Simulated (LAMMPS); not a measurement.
Pressure dependence of SiC (zinc blende) at 1740 K, from the crystal.

All values are model results, not measurements: classical MD, pair style edip/multi, file SiC.edip; code LAMMPS.

| P (GPa) | state | volume | coordination number of C by Si |
|---|---|---|---|
| 0 | crystal; no diffusion seen in 30 ps | 10.717 ± 0.001 Å³/atom | 4.00 (counted to 2.86 Å) |
| 2 | crystal; no diffusion seen in 30 ps | 10.626 ± 0.001 Å³/atom | 4.00 (counted to 2.74 Å) |
| 5 | crystal; no diffusion seen in 30 ps | 10.4937 ± 0.0009 Å³/atom | 4.00 (counted to 2.78 Å) |

Caution: a run this short can hold a crystal over, or a liquid under, the potential's own melting point, which these runs don't give.

Estimate the isothermal bulk modulus at zero pressure. A parabola P(ln V) through the three points gives −dP/d ln V = 230 GPa at zero pressure.

States go by the mean squared displacement: a species diffuses where it passes 1.5 Å², still rises and gives D over 1e-6 cm²/s; a crystal has left its structure where atoms lie 0.35 Å off their sites on average or a cubic box changes its shape by 3 %, or the axial ratios of another lie 8 % off the starting cell's, which the potential's own relaxation can also do.

Uncertainties are statistical and leave out the potential's own error.
